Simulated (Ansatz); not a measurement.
Given:

End structure of a constructed model of the (111)A surface of zinc-blende GaAs, Ga-terminated, 2x2 As adatom at H3 (bottom of the slab: 3 H on 4 bottom sites):

```
CELL_PARAMETERS angstrom
      8.12558     0.00000     0.00000
     -4.06279     7.03696     0.00000
      0.00000     0.00000    29.50000
ATOMIC_POSITIONS crystal
  As 0.00234 0.99812 0.33431
  As 0.49528 0.99764 0.33413
  As 0.00234 0.50422 0.33431
  As 0.49943 0.49972 0.31676
  Ga 0.34632 0.19217 0.35680
  Ga 0.83272 0.16636 0.35723
  Ga 0.34632 0.65415 0.35680
  Ga 0.80772 0.65386 0.35614
  As 0.33333 0.16667 0.44100
  As 0.83333 0.16667 0.44100
  As 0.33333 0.66667 0.44100
  As 0.83333 0.66667 0.44100
  Ga 0.16667 0.33333 0.46911
  Ga 0.66667 0.33333 0.46911
  Ga 0.16667 0.83333 0.46911
  Ga 0.66667 0.83333 0.46911
  As 0.16656 0.33328 0.55234
  As 0.66243 0.32411 0.55382
  As 0.17634 0.83817 0.55382
  As 0.66243 0.83833 0.55382
  Ga 0.99842 0.99665 0.57808
  Ga 0.50078 0.00039 0.59257
  Ga 0.99842 0.50177 0.57808
  Ga 0.50372 0.50186 0.57792
  As 0.00278 0.00471 0.66175
  As 0.50046 0.00023 0.68503
  As 0.00278 0.49808 0.66175
  As 0.49548 0.49774 0.66159
  Ga 0.31476 0.18603 0.70193
  Ga 0.87211 0.18606 0.70188
  Ga 0.31476 0.62873 0.70193
  Ga 0.83343 0.66672 0.66887
  H  0.99687 0.00049 0.28262
  H  0.50419 0.00209 0.28245
  H  0.99687 0.49637 0.28262
  As 0.16736 0.33368 0.75625
```

Set-up: 36 atoms, 13.2 Å thick at the start with caps and adatoms (thin: gaps and levels are the slab's own); mesh 3x3x1; 0.025 eV smearing; dipole correction on; single point; on the structure that PBE left under its start's symmetry; no spin, no spin-orbit, no U. In PBE it is, or lies within 0.01 eV a 1x1 cell of, the lowest of the 3 structures of its composition computed so far; subsurface sites and larger cells were not tried.

Give the highest filled level below the top vacuum level at the level r2SCAN, at the PBE geometry in Ansatz (a program for electronic structure).

5.29 eV

What gap of the slab on its k-mesh does r2SCAN, at the PBE geometry give?

0.49 eV
